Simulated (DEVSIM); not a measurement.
Device: Si p+/n-/n+ power diode, at 300 K.

```csv
layer (left to right),material,thickness (μm),Nd (cm⁻³),Na (cm⁻³),τn (s),τp (s)
1,Si,0.920,-,4.5e17,4.6e-7,4.6e-7
2,Si,5.20,1.3e14,-,4.6e-7,4.6e-7
3,Si,4.40,2.5e18,-,4.6e-7,4.6e-7
```

Left contact: ohmic. Right contact: ohmic. Voltage is applied to the left contact. Recombination: SRH at mid-gap. Mobility is μmin + (μ − μmin)/(1 + (N/Nref)^α).

This is a model device: material constants are rounded textbook-type values typed into the input, and sizes, dopings and lifetimes were drawn at random. Values at 300 K.

| parameter | Si |
|---|---|
| gap (eV) | 1.124 |
| affinity (eV) | 4.05 |
| permittivity | 11.7 |
| Nc (cm⁻³) | 2.86e19 |
| Nv (cm⁻³) | 3.1e19 |
| μn (cm²/Vs) | 1417 |
| μp (cm²/Vs) | 470 |
| μn,min | 52 |
| μp,min | 45 |
| Nref,n | 9.7e16 |
| Nref,p | 2.2e17 |
| αn | 0.68 |
| αp | 0.72 |

DEVSIM, 1D drift-diffusion, Boltzmann statistics, complete ionisation; no tunnelling, impact ionisation, image-force lowering or self-heating.

**Question.** Give the dark forward current.

**Answer.** 
```json
[
 {"V (V)": "0.05", "J (A/cm²)": "1.0e-7"},
 {"V (V)": "0.10", "J (A/cm²)": "3.8e-7"},
 {"V (V)": "0.15", "J (A/cm²)": "1.2e-6"},
 {"V (V)": "0.20", "J (A/cm²)": "3.7e-6"},
 {"V (V)": "0.25", "J (A/cm²)": "1.2e-5"},
 {"V (V)": "0.30", "J (A/cm²)": "4.4e-5"},
 {"V (V)": "0.35", "J (A/cm²)": "0.00018"},
 {"V (V)": "0.40", "J (A/cm²)": "0.00086"},
 {"V (V)": "0.45", "J (A/cm²)": "0.0039"},
 {"V (V)": "0.50", "J (A/cm²)": "0.014"},
 {"V (V)": "0.55", "J (A/cm²)": "0.046"},
 {"V (V)": "0.60", "J (A/cm²)": "0.16"},
 {"V (V)": "0.65", "J (A/cm²)": "0.67"},
 {"V (V)": "0.70", "J (A/cm²)": "3.4"},
 {"V (V)": "0.75", "J (A/cm²)": "19"},
 {"V (V)": "0.80", "J (A/cm²)": "110"},
 {"V (V)": "0.85", "J (A/cm²)": "550"},
 {"V (V)": "0.90", "J (A/cm²)": "2000"},
 {"V (V)": "0.95", "J (A/cm²)": "4900"}
]
```
